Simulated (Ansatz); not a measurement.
**What Mo interstitial (started 1.56 Å from the nearest host atom), symmetric start does to Mo**

The reference is a 27-atom supercell of Mo in the bcc (W type) structure (space group Im-3m, No. 229; a = 3.130 Å) at its relaxed geometry.

Modification: a neutral Mo interstitial (started 1.56 Å from the nearest host atom), symmetric start, atoms relaxed at fixed cell.

All numbers come from PBEsol, PAW, 420 eV (Ansatz, a first-principles code; spin-orbit coupling left out), earlier PAW set. k-mesh 5×5×5 (Γ-centred); smearing 0.05 eV (Fermi–Dirac).

```json
[
 {"quantity": "pressure", "base": "0.3 GPa", "changed": "18.5 GPa", "shift": "+18.2 GPa"},
 {"quantity": "largest displacement of a host atom from its site in the perfect cell", "base": "–", "changed": "0.64 Å", "shift": "–"},
 {"quantity": "final site of the added atom", "base": "–", "changed": "14 Mo at 2.21–3.50 Å", "shift": "–"}
]
```

In so small a cell the defect repeats every few ångströms: this is an ordered compound, not a dilute defect. The defect started on the symmetric site and kept its symmetry, so it may sit on a saddle. All final runs are without spin polarisation. The defect cell is not spin-polarised.
